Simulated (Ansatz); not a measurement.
The starting structures come from a database of crystals and need not be the phases stable at ambient conditions.

The decay constant κ of evanescent states in the gap governs leakage through a thin film.

Here is the system:

```xyz
8
Lattice="6.3401 0.0000 0.0000 3.1701 10.1605 0.0000 3.1701 -0.9891 3.0118" Properties=species:S:1:pos:R:3 pbc="T T T"
Ba     4.7551     8.2452     1.0393
Ba     4.7551     0.9263     1.9725
Cd     3.1701     4.5857     1.5059
Cd     6.3401     4.5857     1.5059
As     7.9252     2.4581     2.4755
As     7.9252     6.7133     0.5363
F      3.1701     0.0000     0.0000
F      0.0000     0.0000     0.0000
```

Space group of this cell: P4/nmm. The cell is taken as given; by r2SCAN its mean pressure is -2.1 GPa.

Transport runs along the normal of the first two printed cell vectors, the (111) plane of the conventional cell.

No gap correction and no spin-orbit coupling; mid-gap values are interpolated between computed energies.

**Question.** Estimate the band gap and the smallest decay constant κ at mid-gap that r2SCAN (Ansatz, a program for electronic structure) returns for this system.

**Answer.** Gap 1.28 eV on a 10×10×10 mesh; κ = 0.151 1/Å, at the zone centre.
